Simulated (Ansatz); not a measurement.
What V → Ni does to V

The reference is V in the bcc (W type) structure (space group Im-3m, No. 229; a = 2.959 Å).

Perturbation: every V is replaced by Ni; the structure is relaxed again.

All numbers come from DFT with PBEsol, PAW potentials and a 420 eV plane-wave cutoff in Ansatz (a program for electronic structure), no spin-orbit coupling, earlier PAW set. Γ-centred 24×24×24 mesh, Fermi–Dirac width 0.05 eV, for the changed cell.

The volume per atom decreases by 2.49 Å³ to 10.46 Å³ and the density increases by 2.78 g/cm³ to 9.31 g/cm³. The lattice parameter a decreases by 0.203 Å to 2.756 Å and the space group remains Im-3m (No. 229). The band gap stays zero and the magnetic state changes from non-magnetic to ferromagnetic. The largest site moment goes from zero to 0.55 μB.

Final structure:

```xyz
1
Lattice="-1.3779 1.3779 1.3779 1.3779 -1.3779 1.3779 1.3779 1.3779 -1.3779" Properties=species:S:1:pos:R:3 pbc="T T T"
Ni     0.0000     0.0000     0.0000
```

Cost of the whole job for the changed cell (relaxation, final SCF and bands): about 3 core-minutes (a rough figure).

The magnetic state is the one reached from the starting moments; the real material's order can differ, and small cells can't hold many antiferromagnetic ones. Whether these cells are dynamically stable was not tested. For Ni in this form, whether it has been made was not checked. Starting moments died away, wholly or in part, for V → Ni and the base; another magnetic solution may exist. Spin-polarised in the final run: Ni; the other runs are not. This is not the structure that Ni has at room temperature and ambient pressure.
